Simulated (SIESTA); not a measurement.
**SIESTA run on a (001) slab of Te (cut from a parent of space group no. 152; 6 atoms in the cell): self-consistent single point**

Level of theory: LDA PW92, numerical atomic orbitals DZP, PseudoDojo LDA standard norm-conserving potentials (rewritten from UPF to PSML) (SIESTA).

This input was run:

```
# files in the folder: Te.psml (PseudoDojo LDA standard)
SystemName  Te
SystemLabel Te

NumberOfAtoms                6
NumberOfSpecies              1
%block ChemicalSpeciesLabel
  1 52 Te
%endblock ChemicalSpeciesLabel
LatticeConstant              1.0 Ang
%block LatticeVectors
     4.437700000    0.000000000    0.000000000
    -2.218850000    3.843161000    0.000000000
     0.000000000    0.000000000   23.833915000
%endblock LatticeVectors
AtomicCoordinatesFormat      Ang
%block AtomicCoordinatesAndAtomicSpecies
    -0.583557550    1.010751343    8.966795501  1
     1.635292450    2.832409657   10.933617835  1
     1.167115100    0.000000000    6.999997002  1
    -0.583557550    1.010751343   14.867214834  1
     1.635292450    2.832409657   16.833917998  1
     1.167115100    0.000000000   12.900416335  1
%endblock AtomicCoordinatesAndAtomicSpecies

XC.functional                LDA
XC.authors                   PW92
PAO.BasisSize                DZP
PAO.EnergyShift              0.005 Ry
MeshCutoff                   300 Ry
%block kgrid.MonkhorstPack
    3   0   0  0.0
    0   3   0  0.0
    0   0   1  0.0
%endblock kgrid.MonkhorstPack
OccupationFunction           FD
ElectronicTemperature        232.09 K

MaxSCFIterations             150
SCF.Mixer.Method             Pulay
SCF.Mixer.Weight             0.1
SCF.Mixer.History            8
SCF.DM.Tolerance             1.0E-05
Diag.ParallelOverK           true
WriteForces                  true
```

Log, with long lists cut:

```
reinit: Reading from file input.fdf

reinit: System Name: Te
reinit: System Label: Te

coor:   Atomic-coordinates input format  =     Cartesian coordinates
coor:                                          (in Angstroms)

siesta: Atomic coordinates (Bohr) and species
siesta:     -1.10276   1.91004  16.94479  1        1
siesta:      3.09025   5.35248  20.66154  1        2
siesta:      2.20553   0.00000  13.22808  1        3
siesta:     -1.10276   1.91004  28.09496  1        4
siesta:      3.09025   5.35248  31.81149  1        5
siesta:      2.20553   0.00000  24.37825  1        6

siesta: System type = slab

initatomlists: Number of atoms, orbitals, and projectors:      6   108   198

siesta: ******************** Simulation parameters ****************************
redata: Spin configuration                          = none
redata: Time-Reversal Symmetry                      = T
redata: Number of Atomic Species                    =        1
redata: Mesh Cutoff                                 =   300.0000 Ry
redata: Net charge of the system                    =     0.0000 |e|
redata: Min. number of SCF Iter                     =        0
redata: Max. number of SCF Iter                     =      150
redata: SCF convergence failure will abort job
redata: SCF mix quantity                            = Hamiltonian
redata: Mix DM or H after convergence               =   F
redata: Recompute H after scf cycle                 =   F
redata: Mix DM in first SCF step                    =   T
redata: No kicks to SCF
redata: DM Mixing Weight for Kicks                  =     0.5000
redata: Require Harris convergence for SCF          =   F
redata: Harris energy tolerance for SCF             =     0.000100 eV
redata: Require DM convergence for SCF              =   T
redata: DM tolerance for SCF                        =     0.000010
redata: Require EDM convergence for SCF             =   F
redata: EDM tolerance for SCF                       =     0.001000 eV
redata: Require H convergence for SCF               =   T
redata: Hamiltonian tolerance for SCF               =     0.001000 eV
redata: Require (free) Energy convergence for SCF   =   F
redata: (free) Energy tolerance for SCF             =     0.000100 eV
redata: Using DFT-D3 dispersion                     =   F
redata: Using Saved Data (generic)                  =   F
redata: Method of Calculation                       = Diagonalization
redata: Electronic Temperature                      =   232.0900 K
redata: Number of TDED substeps                     =        3
redata: Dynamics option                             = Single-point calculation
redata: Save all siesta data in one NC              =   F
redata: ***********************************************************************

%block SCF.Mixers
  Pulay
%endblock SCF.Mixers

%block SCF.Mixer.Pulay
  # Mixing method
  method pulay
  variant stable

  # Mixing options
  weight 0.1000
  weight.linear 0.1000
  history 8
%endblock SCF.Mixer.Pulay

DM_history_depth set to one: no extrapolation allowed by default for geometry relaxation
Size of DM history Fstack: 1
Total number of electrons:    96.000000
Total ionic charge:    96.000000

* ProcessorY, Blocksize:    1  64

* Orbital distribution balance (max,min):   108   108

 Kpoints in:            6 . Kpoints trimmed:            5

siesta: k-grid: Number of k-points = 5
siesta: k-points from Monkhorst-Pack grid
siesta: k-cutoff (effective) =     6.657 Ang
siesta: k-point supercell and displacements
siesta: k-grid:     3     0     0      0.000
siesta: k-grid:     0     3     0      0.000
siesta: k-grid:     0     0     1      0.000

diag: Algorithm                                     = D&C
diag: Parallel over k                               =   F
diag: Use parallel 2D distribution                  =   F
diag: Parallel block-size                           = 64
diag: Parallel distribution                         =     1 x     1
diag: Used triangular part                          = Lower
diag: Absolute tolerance                            =  0.100E-15
diag: Orthogonalization factor                      =  0.100E-05
diag: Memory factor                                 =  1.0000

superc: Internal auxiliary supercell:     5 x     5 x     1  =      25
superc: Number of atoms, orbitals, and projectors:    150   2700   4950

                        Single-point calculation

superc: Internal auxiliary supercell:     5 x     5 x     1  =      25
superc: Number of atoms, orbitals, and projectors:    150   2700   4950

outcell: Unit cell vectors (Ang):
        4.437700    0.000000    0.000000
       -2.218850    3.843161    0.000000
        0.000000    0.000000   23.833915

outcell: Cell vector modules (Ang)   :    4.437700    4.437700   23.833915
outcell: Cell angles (23,13,12) (deg):     90.0000     90.0000    120.0000
outcell: Cell volume (Ang**3)        :    406.4825
new_DM -- step:     1
Initializing Density Matrix...

Attempting to read DM from file... Failed...
DM filled with atomic data:

InitMesh: MESH = 48 x 48 x 250 = 576000
InitMesh: Mesh cutoff (required, used) =   300.000   304.082 Ry

stepf: Fermi-Dirac step function

        iscf     Eharris(eV)        E_KS(eV)     FreeEng(eV)     dDmax    Ef(eV) dHmax(eV)
   scf:    1   -17056.236938   -17061.808365   -17061.816238  0.719736 -4.507220  9.332822
   scf:    2   -17061.498605   -17064.011683   -17064.017467  0.193641 -4.540378  3.547348
   scf:    3   -17064.777928   -17064.636559   -17064.642529  0.058844 -4.611782  2.565803
   scf:    4   -17064.317460   -17064.634404   -17064.639054  0.081965 -4.709315  3.009079
   scf:    5   -17064.798289   -17064.826818   -17064.832869  0.070240 -4.713810  1.731543
   scf:    6   -17064.466900   -17064.776628   -17064.782564  0.066025 -4.719255  1.851269
   [... 6 lines left out ...]
   scf:   13   -17064.914270   -17064.914271   -17064.920236  0.000153 -4.732880  0.001191
   scf:   14   -17064.914271   -17064.914271   -17064.920236  0.000016 -4.732874  0.000605
   scf:   15   -17064.914271   -17064.914271   -17064.920236  0.000013 -4.732875  0.000263
   scf:   16   -17064.914271   -17064.914271   -17064.920236  0.000015 -4.732871  0.000064
   scf:   17   -17064.914271   -17064.914271   -17064.920236  0.000001 -4.732868  0.000051

SCF Convergence by DM+H criterion
max |DM_out - DM_in|         :     0.0000011114
max |H_out - H_in|      (eV) :     0.0000510028
SCF cycle converged after 17 iterations

Using DM_out to compute the final energy and forces

siesta: E_KS(eV) =           -17064.9143

siesta: E_KS - E_eggbox =    -17064.9143

siesta: Atomic forces (eV/Ang):
     1   -0.067658    0.739307   -0.724893
     2   -0.661518   -1.117943   -0.452576
     3    0.191875    0.068370    0.527244
     4   -0.606511    0.428531    0.724804
     5   -0.155177   -0.132232   -0.526980
     6    1.299114    0.013881    0.452320
   Tot    0.000125   -0.000087   -0.000082
   Max    1.299114
   Res    0.604470    sqrt( Sum f_i^2 / 3N )
   Max    1.299114    constrained

Stress tensor Voigt[x,y,z,yz,xz,xy] (kbar):       10.46       10.11        0.05        3.12        5.40        0.30
(Free)E + p*V (eV/cell)   -17066.6641
Target enthalpy (eV/cell)   -17064.9202

siesta: Program's energy decomposition (eV):
siesta: Ebs     =     -2854.760502
siesta: Eions   =     18789.281035
siesta: Ena     =      1077.588868
siesta: Ekin    =      9243.750435
siesta: Enl     =     -4698.933215
siesta: Eso     =         0.000000
siesta: Edftu   =         0.000000
siesta: DEna    =        43.551784
siesta: DUscf   =         0.987745
siesta: DUext   =         0.000000
siesta: Ex      =     -3634.538780
siesta: Ec      =      -308.040073
siesta: Exc     =     -3942.578853
siesta: Eharris =    -17064.914271
siesta: Etot    =    -17064.914271
siesta: FreeEng =    -17064.920236

siesta: Atomic forces (eV/Ang):
siesta:      1   -0.067658    0.739307   -0.724893
siesta:      2   -0.661518   -1.117943   -0.452576
siesta:      3    0.191875    0.068370    0.527244
siesta:      4   -0.606511    0.428531    0.724804
siesta:      5   -0.155177   -0.132232   -0.526980
siesta:      6    1.299114    0.013881    0.452320
siesta: ----------------------------------------
siesta:    Tot    0.000125   -0.000087   -0.000082

siesta: Stress tensor (static) (eV/Ang**3):
siesta:     0.006529    0.000189    0.003371
siesta:     0.000189    0.006311    0.001947
siesta:     0.003371    0.001947    0.000030

siesta: Cell volume =        406.482548 Ang**3

siesta: Pressure (static):
siesta:                Solid            Molecule  Units
siesta:          -0.00004672         -0.00003262  Ry/Bohr**3
siesta:          -0.00429003         -0.00299489  eV/Ang**3
siesta:          -6.87338145         -4.79834738  kBar

siesta: Electric dipole (a.u.)  =    0.000000    0.000000    0.000004
siesta: Electric dipole (Debye) =    0.000000    0.000000    0.000009
```

The run converged in 17 iterations.

The starting cell has typed, rounded lattice constants, without a prior relaxation at this level. The slab is cut from that crystal, and its faces are unrelaxed. Its lattice was rescaled by up to half a per cent. Spin polarisation is off, though cut faces can carry moments; a gap of a slab can lie between surface states. Values carry the incompleteness of an atom-centred basis. Forces in this geometry exceed 1 eV/Å.
